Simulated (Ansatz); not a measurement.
Defect migration in fcc Pt: interstitial F, neutral cell. Computed with PBE, PAW (plane waves to 420 eV; Ansatz, a quantum-chemistry and plane-wave program).

Settings: 32 host sites, the relaxed PBE lattice, a 2×2×2 k-point mesh shifted by half a step, smearing 0.10 eV, spin-restricted, no image-charge correction. Static, classical nuclei. Spin-orbit coupling is left out. Sites that were not tried may lie lower.

Barriers: single points on a 4×4×4 k-point mesh shifted by half a step at the bands' geometries (they differ from the bands' own by up to 0.10 eV, and are uncertain by about as much).

The step: several atoms move together, F the farthest; the atom moves 1.95 Å along (0.00, 0.00, -0.49) of the unit cell; the moving atom starts with neighbours 4 Pt at 2.08 Å and ends with 4 Pt at 2.08 Å.

**Question.** Give the migration barrier of this step at the level PBE, PAW.

**Answer.** 0.66 eV, the same both ways. At the saddle the moving atom has neighbours 2 Pt at 2.03, 2 Pt at 2.32, 2 Pt at 2.61 Å. The saddle point's order was not checked, and it lies on a symmetry element of the cell, where a band can be held.
